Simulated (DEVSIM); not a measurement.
Device: abrupt Si p-n junction, at 250 K.

Layer 1 from the left is Si, thickness (μm) 4.10, Na (cm⁻³) 3.8e17, τn (s) 3.1e-6, τp (s) 3.1e-6. Layer 2 from the left is Si, thickness (μm) 0.510, Nd (cm⁻³) 1.4e16, τn (s) 3.1e-6, τp (s) 3.1e-6.

Left contact: ohmic. Right contact: ohmic. Voltage is applied to the left contact. Recombination: SRH at mid-gap. Gap narrowing is on: ΔEg = 6.92 meV × (l + √(l² + 0.5)), l = ln(N/1.3e17 cm⁻³), shared equally by both band edges. Mobility is constant in doping.

Constants are typed, rounded textbook-type inputs, not results; the design itself was drawn at random and stands for no fabricated device. Values at 300 K; Nc and Nv go as T^1.5, mobilities as T to minus their exponent, the gap by Varshni's rule with the affinity fixed.

Si: gap (eV) 1.124, affinity (eV) 4.05, permittivity 11.7, Nc (cm⁻³) 2.86e19, Nv (cm⁻³) 3.1e19, μn (cm²/Vs) 1417, μp (cm²/Vs) 470, T exponent of μn 2.3, T exponent of μp 2.2, Varshni α (eV/K) 0.000473, Varshni β (K) 636.

DEVSIM, 1D drift-diffusion, Boltzmann statistics, complete ionisation; no tunnelling, impact ionisation, image-force lowering or self-heating.

Problem. What does the simulation give for the largest field in the device at zero bias, the dark forward voltage at 100 A/cm², the potential step across the device at zero bias?

Solution. largest field in the device at zero bias 61000 V/cm; dark forward voltage at 100 A/cm² 0.776 V; potential step across the device at zero bias 0.880 V.
